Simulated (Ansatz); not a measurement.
We consider SrGeO3 (C2/c, No. 15, 30 atoms in the cell; start mp-17464), described by LDA in Ansatz (PAW).

Settings: plane-wave cutoff 520 eV, 6×6×4 k mesh (along the axes of the cell as run), Fermi–Dirac smearing 0.01 eV, scalar-relativistic PAW data made under PBE.

Cell (relaxed with PBEsol):

```
SrGeO3
1.0
    6.25650    -3.62061    -0.00100
    6.25650     3.62061    -0.00100
   -4.08872     0.00000    10.46001
Sr Ge O
6 6 18
Direct
  0.50000   0.00000   0.50000
  0.00000   0.50000   0.00000
  0.67018   0.15870   0.00063
  0.32982   0.84130   0.99937
  0.84130   0.32982   0.49937
  0.15870   0.67018   0.50063
  0.15538   0.84462   0.25000
  0.84462   0.15538   0.75000
  0.41793   0.32168   0.25339
  0.58207   0.67832   0.74661
  0.67832   0.58207   0.24661
  0.32168   0.41793   0.75339
  0.65383   0.34617   0.25000
  0.34617   0.65383   0.75000
  0.01005   0.88766   0.09916
  0.98995   0.11234   0.90084
  0.11234   0.98995   0.40084
  0.88766   0.01005   0.59916
  0.18072   0.58286   0.25126
  0.81928   0.41714   0.74874
  0.41714   0.81928   0.24874
  0.58286   0.18072   0.75126
  0.36793   0.17567   0.10333
  0.63207   0.82433   0.89667
  0.82433   0.63207   0.39667
  0.17567   0.36793   0.60333
  0.28164   0.46865   0.90626
  0.71836   0.53135   0.09374
  0.53135   0.71836   0.59374
  0.46865   0.28164   0.40626
```

Question: Give the computed band gap and smallest direct gap on the k points sampled.

Answer: 
* **band gap**: 3.33 eV
* **smallest direct gap on the k points sampled**: 3.38 eV

Note: cell and atoms aren't relaxed at this level (pressure -3.9 GPa).

Spin–orbit coupling is not included.

The result took very roughly 15 core-minutes.

A start named mp-… is a Materials Project structure, which need not be a measured phase.

Ansatz is an electronic-structure program.
